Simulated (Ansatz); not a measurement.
Structures of equal composition on the (100) surface of germanium: 1 pair of surface atoms bonded, Si on all surface atoms, no caps; 1 pair of surface atoms bonded, Si on all atoms bonded under the surface atoms, no caps. The slabs share one bottom face, and each structure is named by its start. These are constructed structures in small cells; real faces may alloy, dewet or reconstruct in larger ones, and not all known structures of the face are among them. Slabs of about 17 Å, Fermi-Dirac smearing of 0.025 eV. Bottom of the slabs: built like the top, H on every dangling bond, free. Relaxed from the named starts with such symmetry as they have, on meshes of like density; energies extrapolated to zero smearing; spin only where a row says so; no spin-orbit coupling, no U. Brackets mark spin-polarised runs, whose order is one that fits the cell. Where a second, spin-polarised start was run, the lower counts.

Level of theory: PBE (plane waves to 420 eV, PAW; Ansatz, a quantum-chemistry and plane-wave program).

### Question
Put the candidates in order of energy per 1x1 cell, lowest first, for PBE.

### Answer
1 pair of surface atoms bonded, Si on all atoms bonded under the surface atoms, no caps (0.000 eV), 1 pair of surface atoms bonded, Si on all surface atoms, no caps (0.165 eV)
